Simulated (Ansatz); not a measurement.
GaSb: x(B) = 0.5, 8 atoms, I-42d

Base system: GaSb in the zinc blende structure (space group F-43m, No. 216; a = 6.1324 Å).

The other end (x = 1) is GaB in the zinc blende structure (space group F-43m, No. 216; a hypothetical phase, not in the database extracts checked): 14.77 Å³/atom, gap zero; this end may not be an ambient phase.

Now apply this change: B replaces 50.0 % of the Sb, ordered in a cell of 8 atoms (starting symmetry I-42d) and fully relaxed.

Level of theory: Ansatz (a program for electronic structure) r2SCAN, no spin-orbit coupling. k-mesh 12×12×12 (Γ-centred); smearing 0.05 eV (Fermi–Dirac), for the changed cell.

The density increases by 0.023 g/cm³ to 5.54 g/cm³ and the shortest interatomic distance decreases by 0.564 Å (2.655 Å → 2.091 Å). The band gap goes from 0.41 eV to zero and the mixing energy is -0.01 eV/atom (to 0.01 eV only: unlike meshes or grids) (against an end that may be hypothetical). The deviation of the volume from the linear (Vegard-type) interpolation comes out as -6.5 % and the mean first-shell distances amounts to Sb–Ga 2.729 Å (end compound 2.655 Å), B–Ga 2.091 Å (end compound 2.125 Å).

Final structure:

```xyz
8
Lattice="-2.7717 2.7717 5.3081 2.7717 -2.7717 5.3081 2.7717 2.7717 -5.3081" Properties=species:S:1:pos:R:3 pbc="T T T"
Sb     0.0000     0.0000     5.3081
B      0.0000     0.0000     0.0000
Sb     2.7717     0.0000     2.6541
B      0.0000     2.7717     2.6541
Ga     0.8319     4.1576     1.3270
Ga     1.9399    -1.3859     6.6352
Ga     1.3859     1.9399     3.9811
Ga     1.3859     0.8319    -1.3270
```

These are small ordered cells, not random alloys; other orderings at the same x differ. With Sb present, leaving out spin-orbit coupling can change the band edges. Whether these cells are dynamically stable was not tested. All final runs are without spin polarisation.
